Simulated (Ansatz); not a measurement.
Start from Sn in the diamond structure (space group Fd-3m, No. 227; a = 6.4745 Å; relaxed with 0.1 eV smearing). Axes: x, y, z lie along the cube axes.

Calculations: Ansatz (a first-principles code), LDA, PAW, cutoff 420 eV, scalar-relativistic without spin-orbit coupling.

Before the change:

| Item | Value |
|---|---|
| Band gap | zero |

It is then changed as follows: tensor shear ε_xy = +0.29 % (engineering shear γ = 0.0058), atoms relaxed at fixed cell.

Q: Predict the new energy relative to the base.

A: The energy stays essentially unchanged.

Q: Estimate the effect on the band gap.

A: The band gap remains zero.

Q: What does the calculation give for the stress after the change?

A: The stress (xx, yy, zz, yz, xz, xy; compression positive) amounts to (0.0, 0.0, 0.0, 0.0, 0.0, -0.2) GPa.

The cells carry an imposed strain or load. No phonon test of stability was made.
